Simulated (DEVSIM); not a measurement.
Device: Au/Al2O3/SiO2/p-Si capacitor, at 300 K.

| layer (left to right) | material | thickness (nm) | Na (cm⁻³) |
|---|---|---|---|
| 1 | Al2O3 | 3.00 | - |
| 2 | SiO2 | 1.00 | - |
| 3 | Si | 3300 | 3e16 |

Metal gate on the left, work function 5.1 eV. Fixed charge at the semiconductor interface 1.7e12 cm⁻² (in units of +e); no interface traps.

This is a model device: material constants are rounded textbook-type values typed into the input, and sizes, dopings and lifetimes were drawn at random. Values at 300 K.

```tsv
parameter	Al2O3	SiO2	Si
gap (eV)	6.8	9	1.124
affinity (eV)	1.35	0.9	4.05
permittivity	9	3.9	11.7
Nc (cm⁻³)	-	-	2.86e19
Nv (cm⁻³)	-	-	3.1e19
```

DEVSIM, 1D Poisson equation in equilibrium, Boltzmann statistics, complete ionisation; no quantum confinement or tunnelling. Metal contacts follow the ideal Schottky-Mott rule: no Fermi-level pinning, no interface dipoles.

Base results: minimum of the low-frequency capacitance (μF/cm²) 0.0620; threshold voltage (band bending 2φF) (V) 0.75; capacitance of the dielectric stack (μF/cm²) 1.50; flat-band voltage (V) -0.08.

### Question
What follows from this one change: interface trap density 0 → 1e+12 cm^-2 eV^-1?

### Answer
minimum of the low-frequency capacitance 0.0620 → 0.195 μF/cm²; threshold voltage (band bending 2φF) 0.75 → 0.81 V; capacitance of the dielectric stack little changed (1.50 μF/cm²); flat-band voltage -0.08 → -0.09 V.

### Question
What follows from this one change: Al2O3 thickness 0.003 → 0.0017 μm?

### Answer
minimum of the low-frequency capacitance little changed (0.0623 μF/cm²); threshold voltage (band bending 2φF) 0.75 → 0.78 V; capacitance of the dielectric stack 1.50 → 1.99 μF/cm²; flat-band voltage -0.08 → -0.03 V.
